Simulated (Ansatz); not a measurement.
The reference is Sc in the hcp (Mg type) structure (space group P6_3/mmc, No. 194; relaxed with 0.1 eV smearing).

```
CELL_PARAMETERS angstrom
      3.31794     0.00000     0.00000
     -1.65897     2.87342     0.00000
      0.00000     0.00000     5.18600
ATOMIC_POSITIONS crystal
  Sc 0.66667 0.33333 0.75000
  Sc 0.33333 0.66667 0.25000
```

Cartesian axes are those of the cell as printed.

All numbers come from PBE in Ansatz (plane waves to 420 eV, PAW, no SOC).

Modification: the cell is stretched by 1.50 % along z with no lateral relaxation, atoms relaxed at fixed cell.

**Question.** Predict the stress tensor and what it implies for the stiffness.

**Answer.** Stress of the strained cell less that of the base (GPa, compression positive):
```
   -0.4     0.0     0.0
    0.0    -0.4     0.0
    0.0     0.0    -1.4
```

Then −Δσ_ii/ε with ε = 0.0150 gives secant stiffness values (nonlinear terms included at this strain): C33 ≈ 95 GPa, C13 ≈ 28 GPa and C23 ≈ 28 GPa.

No phonon test of stability was made. All final runs are without spin polarisation.

Ansatz is a first-principles code.
